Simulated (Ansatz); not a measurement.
Base system: WSi$_{2}$ (space group I4/mmm, No. 139; a = 3.229 Å, c = 7.868 Å).

The values are results of DFT with PBE, PAW potentials and a 420 eV plane-wave cutoff in Ansatz (a program for electronic structure), scalar-relativistic without spin-orbit coupling, earlier PAW set, not measurements.

Base values:

Lattice parameter a: 3.229 Å
Band gap: zero

It is then changed as follows: hydrostatic tension (pressure −2 GPa).

Question: What happens to the lattice parameter a?

Answer: The lattice parameter a increases by 0.011 Å to 3.240 Å.

Question: What does the calculation give for the band gap after the change?

Answer: The band gap remains zero.

Load acts through the strain it causes; cell and atoms are relaxed under it. Stability against distortions was not tested. All final runs are without spin polarisation.
